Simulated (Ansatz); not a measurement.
CeF3 (within 0.1 Å of P-3c1, No. 165; cell taken from a computed entry) was calculated with r²SCAN+rVV10 (Ansatz, a program for electronic structure, PAW).

Settings: plane-wave cutoff 500 eV, 8×8×6 k mesh (along the axes of the cell as run), Fermi–Dirac smearing 0.05 eV, spin-polarised start, scalar-relativistic PAW data made under PBE.

Computed at the level's own relaxed cell.

Question: Predict the equilibrium volume per atom.

Answer: 
- equilibrium volume per atom = 13.14 Å³/atom

Note: the magnetic order was assumed, not searched for or taken from measurement; the 4f shell is treated without U or exact exchange, so its levels and filling can be wrong.

Spin–orbit coupling is not included.

Computed values are for the static lattice.

The result took about 9 core-hours (a rough figure).
